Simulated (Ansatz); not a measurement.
The parent structure is MgS in the rock salt structure (space group Fm-3m, No. 225).

```
MgS
1.0
    0.00000     2.59105     2.59105
    2.59105     0.00000     2.59105
    2.59105     2.59105     0.00000
Mg S
1 1
Direct
  0.00000   0.00000   0.00000
  0.50000   0.50000   0.50000
```

Calculations: DFT with PBEsol, PAW potentials and a 420 eV plane-wave cutoff in Ansatz (an electronic-structure program), no spin-orbit coupling.

For the base:

The valley order is X along ⟨100⟩ 2.73 eV; Γ 3.69 eV.

Modification: the cell is scaled by 0.9931 in all directions, atoms relaxed at fixed cell.

Task: What happens to the valley order and energy relative to the base?

Result: The valley order (the lowest conduction-band minima on the path, energy above the VBM, named in the base's zone) becomes X along ⟨100⟩ 2.77 eV; Γ 3.86 eV (base: X along ⟨100⟩ 2.73 eV; Γ 3.69 eV); the energy goes up by 1.8 meV/atom.

The levels and masses belong to the bands next to the band gap. The cells carry an imposed strain or load. Stability against distortions was not tested. The base started in P3_121 and relaxed to Fm-3m at this level.
